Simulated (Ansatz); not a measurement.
Base system: PbTe in the zinc blende structure (space group F-43m, No. 216; a = 7.2062 Å; a hypothetical phase, not in the database extracts checked).

The change: every Te is replaced by Hg, then cell and atoms are relaxed.

Levels (all Ansatz, a program for electronic structure, PAW, earlier PAW set): PBEsol (420 eV, no spin-orbit coupling); PBEsol+SOC (420 eV, spin-orbit coupling included).

The geometry is relaxed with PBEsol.

| Property | Result |
|---|---|
| PBEsol pressure | 0.0 GPa |

**Question.** Predict the pressure from PBEsol+SOC.

**Answer.** The pressure goes from zero to -0.4 GPa.

Single points use the geometry relaxed with PBEsol. Differences between runs with and without spin-orbit coupling are approximate. No phonon test of stability was made. As relaxed here, HgPb is a hypothetical phase, not in the database extracts checked.
